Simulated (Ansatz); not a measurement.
Start from BaO in the rock salt structure (space group Fm-3m, No. 225; a = 5.490 Å).

Levels (all Ansatz, a quantum-chemistry and plane-wave program, PAW): PBEsol (420 eV, no SOC); HSE06 (420 eV, spin-orbit coupling left out).

The geometry is relaxed with PBEsol.

| Item | Value |
|---|---|
| PBEsol band gap | 1.84 eV |

Q: What does HSE06 give at this geometry for the band gap?

A: The band gap increases by 1.38 eV to 3.22 eV.

Single points use the geometry relaxed with PBEsol. HSE06 gaps are upper bounds (no full band path). Stability against distortions was not tested.
